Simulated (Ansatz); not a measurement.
Take CsBr in the CsCl type structure (space group Pm-3m, No. 221; a = 4.242 Å) as the base.

One thing is altered: every lattice vector is stretched by 1.36 %, atoms relaxed at fixed cell.

Computed with PBEsol (Ansatz, a quantum-chemistry and plane-wave program; PAW; 420 eV plane waves; scalar-relativistic without spin-orbit coupling).

Base, band edges from the VBM (valence, conduction): M -0.02, 5.16; R -1.29, 8.41; X -0.24, 5.84; Γ 0.00, 4.45 eV.

Q: Give the band edges at the high-symmetry points of the new zone, measured from its valence-band maximum.

A: 
| point | valence edge (eV) | conduction edge (eV) |
|---|---|---|
| Γ | 0.00 | 4.30 |
| X | -0.21 | 5.85 |
| M | 0.00 | 5.15 |
| R | -1.18 | 8.23 |

The gap is 4.30 eV, direct at Γ.

The cells carry an imposed strain or load. Stability against distortions was not tested.
